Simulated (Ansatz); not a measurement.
Zr2N2O (Cc, No. 9, 10 atoms in the cell; start mp-1101159), treated with LDA (plane waves, PAW; Ansatz, an electronic-structure program).

Run with plane-wave cutoff 520 eV, 8×8×8 k mesh, Fermi–Dirac smearing 0.01 eV, scalar-relativistic PAW data made under PBE.

Cell (relaxed with PBEsol):

Space group Cc (No. 9); a = 9.400 Å, b = 5.553 Å, c = 5.826 Å, α = γ = 90.00°, β = 123.52°

```
atom  site  symmetry       x       y       z
----  ----  --------  ------  ------  ------
Zr      4a         1  0.0983  0.2332  0.0757
Zr      4a         1  0.3880  0.2392  0.9255
N       4a         1  0.0056  0.0454  0.2653
N       4a         1  0.3555  0.1004  0.2472
O       4a         1  0.1526  0.5958  0.2364
```
(The calculation used a cell of 10 atoms; values per cell refer to that cell.)

Question: Predict the band gap, smallest direct gap on the k points sampled and direct gap at Γ.

Answer: 
- band gap = 2.00 eV
- smallest direct gap on the k points sampled = 2.01 eV
- direct gap at Γ = 2.82 eV

Note: cell and atoms aren't relaxed at this level (pressure -4.4 GPa).

Spin–orbit coupling is not included.

Computed values are for the static lattice.

A start named mp-… is a Materials Project structure, which need not be a measured phase.
